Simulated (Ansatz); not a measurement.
Relaxation of the outer planes of the (210) surface of antifluorite Mg2Si in its 1x1 cell (cut with top plane Si, bottom plane Si), relaxed from an ideal cut (the real face may reconstruct), outermost plane spacing 0.71 Å in the ideal cut (one of several cuts of this face), with 1 Si a cell over the bulk's ratio.

Level of theory: PBE (plane waves to 420 eV, PAW; Ansatz, a quantum-chemistry and plane-wave program).

Model: 25-atom slab, Mg16Si9, 11.4 Å thick at the start, 5x4x1 mesh, Fermi-Dirac 0.025 eV, dipole correction, all atoms relaxed; held to the part of the start's symmetry that mesh and held atoms allow; no spin (no spin-polarised run to compare, though such a face may carry moments), no spin-orbit, no U. The slab shows no gap over 0.04 eV on its mesh.

```json
[
 {"plane": "1", "atoms": "Si", "bulk spacing to the next (Å)": "0.711", "relaxed spacing (Å)": "?", "change (%)": "?", "rumpling (Å)": "0.00"},
 {"plane": "2", "atoms": "2 Mg", "bulk spacing to the next (Å)": "0.711", "relaxed spacing (Å)": "0.693", "change (%)": "-2.6", "rumpling (Å)": "0.00"}
]
```

Problem. Some entries are withheld; supply them.

Solution. 
- 1, relaxed spacing (Å): 0.790
- 1, change (%): 11.0
